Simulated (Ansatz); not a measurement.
**Carrier properties of ZnS under load (space group I-4m2)**

Here is the system:

```
CELL_PARAMETERS angstrom
      0.00000     2.72370     2.65949
      2.72370     0.00000     2.65949
      2.72370     2.72370     0.00000
ATOMIC_POSITIONS crystal
  Zn 0.00000 0.00000 0.00000
  S  0.25000 0.25000 0.25000
```

All values below come from r2SCAN with spin-orbit coupling, rigid bands (plane waves, PAW; Ansatz, a quantum-chemistry and plane-wave program). Condition of this run: biaxial stress xx = yy = -1 GPa (compression positive) (the target of the relaxation). How the cell was made: cell and atoms relaxed with r2SCAN, then loaded as said.

```json
{
 "band_gap": "2.60 eV",
 "electron conductivity mass (300 K, dilute)": "0.20 mₑ",
 "hole conductivity mass (300 K, dilute)": "0.82 (x), 0.82 (y), 0.70 (z) mₑ",
 "effective density of states N_c (300 K)": "2.2e18 cm⁻³",
 "effective density of states N_v (300 K)": "2.0e19 cm⁻³",
 "density_of_states_mass_electrons": "0.197 mₑ",
 "density_of_states_mass_holes": "0.85 mₑ",
 "Seebeck coefficient, n-type 1e19 cm⁻³, 300 K": "-115 μV/K",
 "Seebeck coefficient, p-type 1e19 cm⁻³, 300 K": "336 μV/K",
 "best p-type power factor at 300 K for τ = 10 fs (best axis; densities from 1e16 to 1e21 cm⁻³ tried, whether or not they can be reached)": "14.9 μW/(cm·K²) at 3e20 cm⁻³"
}
```

Rigid bands; masses and Seebeck coefficients take one relaxation time τ for all states and one kind of carrier; polarons and phonon drag are left out.
